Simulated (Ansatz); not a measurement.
The parent structure is ScAl₃ in the Cu3Au type structure (space group Pm-3m, No. 221; a = 4.106 Å).

The values are results of PBE in Ansatz (plane waves to 420 eV, PAW, no spin-orbit coupling), not measurements.

For the base:

```
Item                   Value
-------------------  -------
Lattice parameter a  4.106 Å
```

One thing is altered: cell and atoms relaxed at a pressure of 15 GPa.

Task: How does this affect the lattice parameter a?

Result: The lattice parameter a falls by 0.177 Å, from 4.106 Å to 3.929 Å.

Load acts through the strain it causes; cell and atoms are relaxed under it. No phonon test of stability was made. No other phases were tried under pressure. The final runs are not spin-polarised.

Ansatz is a program for electronic structure.
